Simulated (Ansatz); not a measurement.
The starting structures come from a database of crystals and need not be the phases stable at ambient conditions.

Inside the gap of an insulator the Bloch states are evanescent, with a wavenumber k + iκ along the transport direction.

Input:

```xyz
4
Lattice="4.5213 0.0000 0.0000 0.0000 6.3607 0.0000 0.0000 0.0000 4.6136" Properties=species:S:1:pos:R:3 pbc="T T T"
Mg     2.2607     3.1803     2.3068
Cd     0.0000     0.0000     0.0000
Te     2.2607     4.7358     0.0000
Te     0.0000     1.6248     2.3068
```

Space group of this cell: Pmm2. The cell is strained (lengths across the current scaled by 0.98, ions clamped); by PBEsol its mean pressure is 0.7 GPa.

Transport runs along the normal of the first two printed cell vectors.

The gap is the functional's own. No spin-orbit coupling. Mid-gap values are interpolated on the energy grid.

Task: Predict the band gap and the smallest decay constant κ at mid-gap from PBEsol (Ansatz, a first-principles code).

Result: Gap 1.45 eV on a 8×6×8 mesh; κ = 0.103 1/Å, at the zone centre.
